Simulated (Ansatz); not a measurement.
The starting structures come from a database of crystals and need not be the phases stable at ambient conditions.

By PBEsol, the system below comes out a metal.

Consider the following.

```
CELL_PARAMETERS angstrom
      4.08781     0.00000     0.00000
      0.00000     4.08781     0.00000
      0.00000     0.00000     3.96518
ATOMIC_POSITIONS crystal
  Sc 0.00000 0.00000 0.00000
  Al 0.50000 0.00000 0.50000
  Al 0.00000 0.50000 0.50000
  Al 0.50000 0.50000 0.00000
```

The cell is strained (lengths along the current scaled by 0.97, ions clamped); by PBEsol it stands under a pressure of 1.8 GPa.

The current flows along the normal of the first two printed cell vectors, the (001) (indices of the unstrained crystal) plane of the conventional cell. No spin-orbit coupling; the value is a mean over 0.1 eV about the Fermi level.

Give the ballistic conductance per area that PBEsol run with Ansatz (a program for electronic structure) yields.

0.62 × 10¹⁵ S/m² for both spins.
